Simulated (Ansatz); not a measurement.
Pd: response to strain

Consider Pd in the fcc (Cu type) structure (space group Fm-3m, No. 225; a = 3.945 Å; relaxed with 0.1 eV smearing).

Strains are applied to the cell and any free atomic positions relax.

Computed with PBE (Ansatz, an electronic-structure program), scalar-relativistic without spin-orbit coupling.

Candidates:
(a) isotropic strain −2.50 %
(b) isotropic strain +1.00 %
(c) isotropic strain −1.00 %

Notes on the quantities. energy relative to the base: free energy F.

Q: Order them by energy relative to the base, lowest first.

A: (b) isotropic strain +1.00 % (+6.9 meV/atom), (c) isotropic strain −1.00 % (+7.5 meV/atom), (a) isotropic strain −2.50 % (+50 meV/atom)

Stability against distortions was not tested. All final runs are without spin polarisation. Pd lies near a magnetic instability that expansion can trigger; it was not tested.
